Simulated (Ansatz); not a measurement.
For CsSnBr₃ (model structure, started from the cubic perovskite type, Pm-3m, No. 221, 5 atoms in the cell), LDA (plane waves, PAW; Ansatz, a quantum-chemistry and plane-wave program) gives:

* **equilibrium lattice constant a**: 5.661 Å
* **cohesive energy**: 3.35 eV/atom

What does PBE-D3(BJ) (Ansatz, PAW) give for the same quantities?


- lattice constant a: 5.811 Å (goes up by 2.6 %)
- cohesive energy: 3.06 eV/atom (drops by 0.29 eV/atom)

Changes are worked out from the printed values.

Unless a cell is named, each level is at its own relaxed cell (LDA 36.29, PBE-D3(BJ) 39.25 Å³/atom).

Levels without +SOC leave out spin–orbit coupling, which shifts energies and cells of such heavy elements.

Ansatz's density-functional and Hartree–Fock values are scalar-relativistic unless marked +SOC, with PAW data made under PBE.

A model structure was made by putting elements into a prototype or built by hand; it is no filed structure, need not be a known phase, and can be a saddle point held by its symmetry.
